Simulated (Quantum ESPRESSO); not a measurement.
Refining one setting for MgZn5N4 (Pmmn, 20 atoms in the cell)

```xyz
20
Lattice="6.7917 0.0000 0.0000 0.0000 7.5271 0.0000 0.0000 0.0000 5.0690" Properties=species:S:1:pos:R:3 pbc="T T T"
Mg     0.0000     3.7635     1.3962
Mg     3.3959     0.0000     3.6729
Zn     1.6974     2.3849     3.7915
Zn     5.0943     5.1421     3.7915
Zn     5.0933     1.3786     1.2775
Zn     1.6985     6.1485     1.2775
Zn     1.6985     1.3786     1.2775
Zn     5.0933     6.1485     1.2775
Zn     5.0943     2.3849     3.7915
Zn     1.6974     5.1421     3.7915
Zn     3.3959     3.7635     1.3357
Zn     0.0000     0.0000     3.7333
N      5.1019     3.7635     0.1911
N      1.6899     3.7635     0.1911
N      1.7060     0.0000     4.8779
N      5.0857     0.0000     4.8779
N      3.3959     1.8764     2.5416
N      3.3959     5.6506     2.5416
N      0.0000     1.8871     2.5275
N      0.0000     5.6399     2.5275
```

Method: LDA (PZ), GBRV 1.5 ultrasoft (LDA) pseudopotentials (plane waves; Quantum ESPRESSO 7.5).

The starting cell comes from a database of computed structures (which also holds hypothetical and non-ambient phases and stackings), without a prior relaxation at this level. Its lattice was rescaled by a random factor within 2.5 % of one. In the base run, with a pressure of about -16 GPa the cell is away from its equilibrium volume at this level. The run gives no clean gap (levels at the Fermi energy touch, overlap or are partly filled at this smearing), which alone does not show that the compound is a metal. Without a gap this mesh is coarse (it stands for a supercell whose shortest vector is 14 Å).

Held fixed: ecutwfc = 50 Ry; ecutrho = 250 Ry; occupations = smearing; smearing = cold; degauss = 0.0073499 Ry; potentials = {Mg: mg_lda_v1.4.uspp.F.UPF, Zn: zn_lda_v1.uspp.F.UPF, N: n_lda_v1.2.uspp.F.UPF}; K_POINTS = automatic 2 2 3 0 0 0; mixing_beta = 0.3.

ΔF is the free energy per atom less that of the last row (7.3e-12 Ry).

```tsv
conv_thr	ΔF (meV/atom)	pressure (GPa)	largest force (eV/Å)	iterations
0.0073 Ry	0.30	-6.36	0.418	5
0.00073 Ry	0.03	-12.94	0.729	6
7.3e-05 Ry	0.01	-18.89	0.421	7
7.3e-06 Ry	0.00	-16.36	0.413	9
7.3e-07 Ry	0.00	-16.36	0.413	9
7.3e-08 Ry	0.00	-16.47	0.413	10
7.3e-10 Ry	0.00	-16.30	0.413	12
1e-10 Ry	0.00	-16.31	0.413	13
7.3e-12 Ry	0.00	-16.31	0.413	15
```

Largest force within 0.01 eV/Å of the last row: from conv_thr = 7.3e-05 Ry on; the one before it is off by 0.32 eV/Å. The value it settles on is 0.413 eV/Å at this level of theory and with the other settings as held.

Energy within 2 meV/atom of the last row: from conv_thr = 0.0073 Ry on, the coarsest one.
